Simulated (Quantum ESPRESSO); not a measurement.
A self-consistent single point of Nb (Im-3m, 1 atom in the cell) with Quantum ESPRESSO.

Method of the run: PBE, PSlibrary ultrasoft (PBE) pseudopotentials (plane waves; Quantum ESPRESSO).

```
CELL_PARAMETERS angstrom
     -1.65825     1.65825     1.65825
      1.65825    -1.65825     1.65825
      1.65825     1.65825    -1.65825
ATOMIC_POSITIONS crystal
  Nb 0.00000 0.00000 0.00000
```

Reference input (self-consistent single point, DFT, PBE, plane waves, PSlibrary ultrasoft (PBE) pseudopotentials): ecutwfc = 55 Ry; ecutrho = 330 Ry; occupations = smearing; smearing = fermi-dirac; degauss = 0.0073499 Ry; potentials = {Nb: Nb.pbe-spn-rrkjus_psl.1.0.0.UPF}; K_POINTS = automatic 14 14 14 0 0 0; conv_thr = 1e-09 Ry; mixing_beta = 0.3. This run's input differs from it in these lines:

```diff
@@ -17,3 +17,3 @@
   smearing = 'fermi-dirac',
-  degauss = 0.0073499,
+  degauss = 0.0036749,
 /
@@ -32,3 +32,3 @@
 K_POINTS {automatic}
-14 14 14  0 0 0
+33 33 33  0 0 0
```

The program printed (abridged):

```
     Self-consistent Calculation

     iteration #  1     ecut=    55.00 Ry     beta= 0.30

     Threshold (ethr) on eigenvalues was too large:
     Diagonalizing with lowered threshold

     total energy              =    -118.03278684 Ry
     estimated scf accuracy    <       0.02290190 Ry

     iteration #  2     ecut=    55.00 Ry     beta= 0.30

     total energy              =    -118.03110463 Ry
     estimated scf accuracy    <       0.00567947 Ry

     iteration #  3     ecut=    55.00 Ry     beta= 0.30

     total energy              =    -118.03226323 Ry
     estimated scf accuracy    <       0.00024681 Ry

   [... 5 blocks of this kind left out ...]

     iteration #  9     ecut=    55.00 Ry     beta= 0.30

     total energy              =    -118.03227493 Ry
     estimated scf accuracy    <          1.6E-09 Ry

     iteration # 10     ecut=    55.00 Ry     beta= 0.30
     End of self-consistent calculation

     Number of k-points >= 100: set verbosity='high' to print the bands.

     the Fermi energy is    17.7098 ev

!    total energy              =    -118.03227493 Ry
     estimated scf accuracy    <          1.7E-10 Ry
     smearing contrib. (-TS)   =      -0.00090741 Ry
     internal energy E=F+TS    =    -118.03136753 Ry

     convergence has been achieved in  10 iterations

     Forces acting on atoms (cartesian axes, Ry/au):

     atom    1 type  1   force =     0.00000000    0.00000000    0.00000000

     Total force =     0.000000     Total SCF correction =     0.000000

          total   stress  (Ry/bohr**3)                   (kbar)     P=      -18.75
  -0.00012748   0.00000000   0.00000000          -18.75        0.00        0.00
   0.00000000  -0.00012748   0.00000000            0.00      -18.75        0.00
   0.00000000   0.00000000  -0.00012748            0.00        0.00      -18.75

   JOB DONE.
```

The run converged in 10 iterations. Against the reference run the free energy rises by 16.3 meV/atom and the pressure goes from -1.44 to -1.88 GPa.

The starting cell has typed, rounded lattice constants, without a prior relaxation at this level. Its lattice was rescaled by up to half a per cent. Spin polarisation is off.

Cost on one core of a shared machine: roughly 90 s.
